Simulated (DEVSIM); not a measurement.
Structure: Schottky contact on n-type GaSb, at 300 K.

Layer 1 from the left is GaSb, thickness (μm) 3.00, Nd (cm⁻³) 1.5e16, τn (s) 1.4e-8, τp (s) 1.4e-8.

Left contact: Schottky, work function 4.46 eV, emission velocity 9.9e6 cm/s. Right contact: ohmic. Voltage is applied to the left contact. Recombination: SRH at mid-gap, radiative, Auger. Mobility is constant in doping.

Constants are typed, rounded textbook-type inputs, not results; the design itself was drawn at random and stands for no fabricated device. Values at 300 K.

GaSb: gap (eV) 0.726, affinity (eV) 4.06, permittivity 15.7, Nc (cm⁻³) 2.1e17, Nv (cm⁻³) 1.8e19, μn (cm²/Vs) 5000, μp (cm²/Vs) 850, B (cm³/s) 1e-10, Cn (cm⁶/s) 5e-30, Cp (cm⁶/s) 5e-30.

Q: Estimate by hand the built-in potential, the peak field at zero bias, the capacitance at -1 V, and compare with a numerical solution.

A: 
- Built-in potential: barrier φB = 0.400 eV; Vbi = φB − kT/q ln(N_band/N) = 0.332 V; numerical 0.332 V.
- Peak field at zero bias: depletion approximation: W = √(2εVbi/(qN)) = 0.196 μm with N = 1.50e16 cm⁻³; field = 2Vbi/W = 33900 V/cm; numerical 32400 V/cm (estimate above by 4.4 %).
- Capacitance at -1 V: C = √(qεN / 2(Vbi + |V|)) = 35.4 nF/cm²; numerical 35.8 nF/cm² (estimate below by 0.96 %).

DEVSIM, 1D drift-diffusion, Boltzmann statistics, complete ionisation; no tunnelling, impact ionisation, image-force lowering or self-heating. Metal contacts follow the ideal Schottky-Mott rule: no Fermi-level pinning, no interface dipoles.
